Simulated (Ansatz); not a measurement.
An Ansatz (an electronic-structure program) run: Ge; PBE in Ansatz (plane waves to 420 eV, PAW, without spin-orbit coupling).

Input:

Ansatz 0.2 input:
```yaml
crystal:
  lattice:
    - [0, 2.8808389011, 2.8808389011]
    - [2.8808389011, 0, 2.8808389011]
    - [2.8808389011, 2.8808389011, 0]
  atoms:
    - { symbol: Ge, position: [0.5, 0.5, 0.5] }
    - { symbol: Ge, position: [0.75, 0.75, 0.75] }
basis: { ecutwfc: 420, ecutrho_ratio: 4, xc_grid: 2, fft_grid_basis: typed }
kpoints: { mp_grid: { grid: [14, 14, 14] } }
hamiltonian:
  xc: pbe
  dispersion: none
  pseudopotentials: { kind: paw }
scf: { occupations: { method: fermi_dirac, width: 0.05 }, convergence: { dr2_threshold: 0.0000000002 } }
output: { forces: true, stress: true }
checkpoint: { write: state.ck, write_every: 1000 }
```

Output (explanatory and most iteration lines left out):

```
Pseudopotential: Ge, paw, valence charge 14
Crystal: 2 atoms, lattice volume = 47.818 Å³
Basis set: ecut = 420 eV, 941 PW (Γ), exchange–correlation on 60×60×60 points (8 copies of the dense FFT grid, shifted against one another)
Bands: 18, of which v1, the nominal top of the filled ones, is band 14 counted from 1 (13 counted from 0)
Symmetry: 48 space group operations
Space group: Fd-3m (ITA 227), of the structure as read, at distance tolerance 3.6e-5 Å
k-points: 104 of 2744
Functional: x = pbe(κ = 0.804, μ = 0.2195149727645171), c = pbe(β = 0.06672455060314922)
SCF iter   1: F=—  HF=-8589.968433 eV  |F-HF|=—  |Δ(HF+E_count)|=         —  Δρ=1.59e-3  dr2=1.55e-3  ethr=1.77e-3  ⟨swp⟩=6.0  Hψ=8972  notcnv=0
SCF iter   2: F=—  HF=-8589.967989 eV  |F-HF|=—  |Δ(HF+E_count)|=   4.44e-4  Δρ=1.22e-3  dr2=9.39e-4  ethr=5.53e-6  ⟨swp⟩=2.0  Hψ=3788  notcnv=0
SCF 1 converged in 9 iterations: F = -8589.968144 eV  dr2 = 2.98e-12
SCF converged after 9 iterations
Free energy (F): -8589.968144 eV
Internal energy: -8589.967443 eV  (E = F + TS)
E sigma→0 (E₀):  -8589.967793 eV
Entropy (-TS):   -0.000701 eV (-0.350 meV/atom)
Fermi energy:    7.866694 eV
--- Forces (eV/Å), atoms counted from 1 ---
  atom   1  Ge    -0.00000000     0.00000000    -0.00000000
  atom   2  Ge    -0.00000000     0.00000000    -0.00000000
--- Stress (GPa, compression-positive) ---
       -0.005296      -0.000000       0.000000
       -0.000000      -0.005296       0.000000
       -0.000000       0.000000      -0.005296
  P = ⅓ Tr σ = -0.0053 GPa (-0.053 kbar)
```

Stability against distortions was not tested. The cell is Ge in the diamond structure (space group Fd-3m, No. 227).
